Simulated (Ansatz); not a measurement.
**A computed series for RbGeBr3: response to strain**

Consider RbGeBr3 (space group P2_1/m, No. 11; a cell from a computed database, its experimental status unchecked).

```
CELL_PARAMETERS angstrom
      6.00483     0.00000     0.00000
      0.00000     7.53451     0.00000
     -2.38559     0.00000     7.56882
ATOMIC_POSITIONS crystal
  Rb 0.31243 0.75000 0.68530
  Rb 0.68757 0.25000 0.31470
  Ge 0.03800 0.75000 0.08331
  Ge 0.96200 0.25000 0.91669
  Br 0.64207 0.75000 0.11967
  Br 0.35793 0.25000 0.88033
  Br 0.81952 0.50213 0.70053
  Br 0.18048 0.49787 0.29947
  Br 0.18048 0.00213 0.29947
  Br 0.81952 0.99787 0.70053
```

Cartesian axes are those of the cell as printed.

Strains are applied to the cell and any free atomic positions relax; under biaxial strain the out-of-plane vector relaxes too.

Computed with PBEsol (Ansatz, a first-principles code; PAW; 420 eV plane waves; scalar-relativistic without spin-orbit coupling).

```csv
change,band gap,smallest direct gap,gap character
base,2.92 eV,3.01 eV,"indirect, C₂–Y₂ (33 % along) → Y₂"
"biaxial strain +3.91 %, plane normal [001], relaxed out of plane",2.97 eV,3.07 eV,"indirect, D–B (33 % along) → Y₂"
tensor shear ε_yz = −0.93 %,2.94 eV,3.01 eV,"indirect, k = (-1/2, 0.200, 0.200) in the run's primitive reciprocal basis → Y"
tensor shear ε_yz = +1.66 %,2.94 eV,3.02 eV,"indirect, k = (-1/2, 0.200, -0.200) in the run's primitive reciprocal basis → Y"
```

Stability against distortions was not tested. k-point labels follow each cell's own Brillouin zone.
